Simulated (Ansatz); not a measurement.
Al vacancy + O on the N site in wurtzite AlN (start: the Al site; N 1.91 Å away, along c; 96-site cell, 2×2×2 shifted sampling). Computed with PBE, PAW (plane waves to 420 eV; Ansatz, a quantum-chemistry and plane-wave program). Total energies of the localised charge states, counted from that of charge 0, and their image corrections (point charge with alignment); the host's valence-band maximum lies at 6.942 eV on the cells' energy zero and its gap is 4.03 eV.

```
charge  moment (μB)  E − E(first) (eV)  correction (eV)
------  -----------  -----------------  ---------------
0               2.0              0.000            0.009
−1              1.0              7.621            0.464
−2              0.0             15.601            1.385
```

Question: Derive the transition levels above the valence-band maximum and say which of them are thermodynamic.

Answer: A level is the Fermi energy at which two charges have equal formation energy: ε(q/q′) = [E(q′) + corr(q′) − E(q) − corr(q)] / (q − q′) − E_VBM.
ε(0/−1) = [(7.621 + 0.464) − (0.000 + 0.009)] / 1 − 6.942 = 1.13 eV
ε(−1/−2) = [(15.601 + 1.385) − (7.621 + 0.464)] / 1 − 6.942 = 1.96 eV
Thermodynamic levels at least 0.1 eV inside the gap: (0/−1) at 1.13 eV; (−1/−2) at 1.96 eV. Corrections reach 1.39 eV, so the outer levels may be off by several tenths of an eV. Only the charges listed were compared. Charge +1 has its level within 0.1 eV of a band edge or past it. The geometries come from one start. Flagged in the runs: a host whose relaxation on this sampling wasn't shown to rest, a strain field that reaches the edge of the cell.
